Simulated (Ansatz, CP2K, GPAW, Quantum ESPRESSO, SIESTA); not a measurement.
**Sr2CdAu3 (Cm, 6 atoms in the cell) computed with different codes at matched settings**

Self-consistent single point.

```
Sr2CdAu3
1.0
    5.60694    -2.43718     0.00000
    5.60694     2.43718     0.00000
   -5.12001     0.00000     5.72055
Sr Cd Au
2 1 3
Cartesian
  2.00724   0.00000   4.57884
  4.04447   0.00000   1.17266
 -1.21961   0.00000   3.44125
  7.43908   0.00000   2.23582
  5.28028   0.00000   4.53193
  0.73033   0.00000   1.20109
```

Shared settings, as Ansatz (a first-principles code) writes them: kpoints.mp_grid.grid = 4 4 3; scf.occupations.method = gaussian; scf.occupations.width = 0.05 eV. Potentials and cutoffs stand in the table.

```tsv
code	model	pressure (GPa)	largest force (eV/Å)	cutoff
GPAW	PBEsol, GPAW PAW datasets PBEsol (made by gpaw-setup)	-2.90	0.079	600 eV
CP2K	PBEsol, GPW, DZVP-MOLOPT-SR-GTH basis, GTH-PBE potentials (GTH_POTENTIALS)	-1.51	0.090	grid 500 Ry
SIESTA	GGA PBEsol, numerical atomic orbitals DZP, PseudoDojo PBEsol standard norm-conserving potentials (rewritten from UPF to PSML)	-3.73	0.307	grid 400 Ry
Quantum ESPRESSO	PBEsol, SSSP 1.1.2 precision (PBE) pseudopotentials	-3.40	0.081	75 Ry
Ansatz	PBEsol, PAW files made with PBE	-3.28	0.083	default
```

Size of the force on each atom (eV/Å): Sizes of forces hide their directions.

```csv
code,Sr1,Sr2,Cd3,Au4,Au5,Au6
GPAW,0.051,0.078,0.079,0.039,0.051,0.050
CP2K,0.028,0.051,0.090,0.048,0.032,0.034
SIESTA,0.067,0.041,0.038,0.251,0.307,0.177
Quantum ESPRESSO,0.052,0.081,0.077,0.039,0.052,0.037
Ansatz,0.053,0.083,0.077,0.025,0.042,0.039
```

On Ansatz's run: spin-orbit coupling is off.

The spread over the programs that give each value: pressure within 2.22 GPa; largest force within 0.228 eV/Å.

CP2K and SIESTA use small atom-centred bases, whose incompleteness enters pressures, forces and empty levels differently from a plane-wave cutoff. Ansatz's pressure is given at a fixed set of plane waves, as the other plane-wave codes print theirs. In the pressure, CP2K (by 1.77) lies more than 1 GPa from the median of the plane-wave programs. In the force vectors, SIESTA (by 0.270) lies more than 0.08 eV/Å from the median of the plane-wave programs.

The starting cell comes from a database of computed structures (which also holds hypothetical and non-ambient phases and stackings), without a prior relaxation at this level. Its lattice was rescaled by a random factor within 2.5 % of one.

Left out of this page: Elk (not drawn, or without a comparable value).

Keys are those of Ansatz 0.2.
